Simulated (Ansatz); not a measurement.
```xyz
56
Lattice="15.5000 0.0000 0.0000 0.0000 15.5000 0.0000 0.0000 0.0000 11.5107" Properties=species:S:1:pos:R:3 pbc="T T T"
B      9.8009     8.2298    10.1394
N      9.4836     9.1473    11.2377
B      9.8562     7.7615     7.6728
N      9.7511     8.7265     8.7711
N      9.9182     8.2567     6.3045
N      9.9766     7.7616     3.8379
B      8.2075     9.8060    10.9616
B      8.6535     9.6526     8.4950
N      7.7384     9.9766     9.5933
B      9.0543     9.4039     6.0285
N      8.2342     9.9234     7.1267
B      9.3896     9.0722     3.5619
N      8.7057     9.7611     4.6601
B      9.6427     8.6742     1.0953
N      9.1293     9.4980     2.1935
B      6.4278     9.3896     9.3172
N      5.7389     8.7057    10.4155
B      6.8258     9.6427     6.8506
N      6.0020     9.1293     7.9489
B      7.2702     9.8009     4.3841
N      6.3527     9.4836     5.4823
B      7.7385     9.8562     1.9175
N      6.7735     9.7511     3.0157
N      7.2433     9.9182     0.5491
B      5.6991     7.2702    10.1394
N      6.0164     6.3527    11.2377
B      5.6438     7.7385     7.6728
N      5.7489     6.7735     8.7711
B      5.6940     8.2075     5.2063
N      5.5818     7.2433     6.3045
B      5.8474     8.6535     2.7397
N      5.5234     7.7384     3.8379
B      6.0961     9.0543     0.2731
N      5.5766     8.2342     1.3713
B      7.2925     5.6940    10.9616
B      6.8465     5.8474     8.4950
N      7.7616     5.5234     9.5933
B      6.4457     6.0961     6.0285
N      7.2658     5.5766     7.1267
B      6.1104     6.4278     3.5619
N      6.7943     5.7389     4.6601
B      5.8573     6.8258     1.0953
N      6.3707     6.0020     2.1935
B      9.0722     6.1104     9.3172
N      9.7611     6.7943    10.4155
B      8.6742     5.8573     6.8506
N      9.4980     6.3707     7.9489
B      8.2298     5.6991     4.3841
N      9.1473     6.0164     5.4823
B      7.7615     5.6438     1.9175
N      8.7265     5.7489     3.0157
N      8.2567     5.5818     0.5491
B      9.8060     7.2925     5.2063
B      9.6526     6.8465     2.7397
B      9.4039     6.4457     0.2731
N      9.9234     7.2658     1.3713
```

The numbers are results of PBE (plane waves to 420 eV, PAW; Ansatz, a program for electronic structure), not measurements. Mesh 1×1×4. No spin polarisation. Isolated but for its images some 11 Å away. An idealised model, rolled from the flat sheet. Only distortions within the start's symmetry and period were free.

Question: Tabulate the two highest filled and two lowest empty levels along the axis, from the valence top.

Answer: 
```tsv
k (2π/c)	v2 (eV)	v1 (eV)	c1 (eV)	c2 (eV)
0.000	-0.03	-0.03	3.82	3.82
0.042	-0.04	-0.02	3.75	3.90
0.083	-0.07	-0.01	3.68	3.98
0.125	-0.09	0.00	3.61	4.06
0.167	-0.12	0.00	3.55	4.14
0.208	-0.16	0.00	3.50	4.18
0.250	-0.19	-0.01	3.45	4.18
0.292	-0.17	-0.01	3.40	4.19
0.333	-0.15	-0.02	3.37	4.20
0.375	-0.13	-0.03	3.34	4.22
0.417	-0.11	-0.05	3.32	4.25
0.458	-0.09	-0.06	3.31	4.28
0.500	-0.08	-0.08	3.31	4.32
```
